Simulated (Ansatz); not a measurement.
```
CELL_PARAMETERS angstrom
      2.47241     0.00000     0.00000
     -1.23621     2.14117     0.00000
      0.00000     0.00000     5.25509
ATOMIC_POSITIONS crystal
  B  0.33333 0.66667 0.25000
  B  0.66667 0.33333 0.75000
  N  0.33333 0.66667 0.75000
  N  0.66667 0.33333 0.25000
```

No spin polarisation.

All numbers come from PBEsol-D3(BJ) (Ansatz, an electronic-structure program; PAW; 420 eV plane waves; scalar-relativistic without spin-orbit coupling), earlier PAW set. Γ-centred 15×15×5 mesh, Fermi–Dirac width 0.05 eV.

Task: Predict the gap character.

Result: Indirect, K–Γ (26 % along) → L–M (57 % along).

Task: What is the computed band gap?

Result: 3.79 eV.

Task: What smallest direct gap does the calculation give?

Result: 4.25 eV.

Task: Predict the width of the top valence band.

Result: 3.63 eV.

From pressure 18 GPa on, the axis ratios lie over 15 % from the base's, so the cell there is far from its starting form. Load acts through the strain it causes; cell and atoms are relaxed under it. No phonon test of stability was made. Competing high-pressure phases were not computed. The cell was made from BN in the h-BN type structure (space group P6_3/mmc, No. 194; layered, stacked along the Cartesian z axis) by this change: pressure 18 GPa.
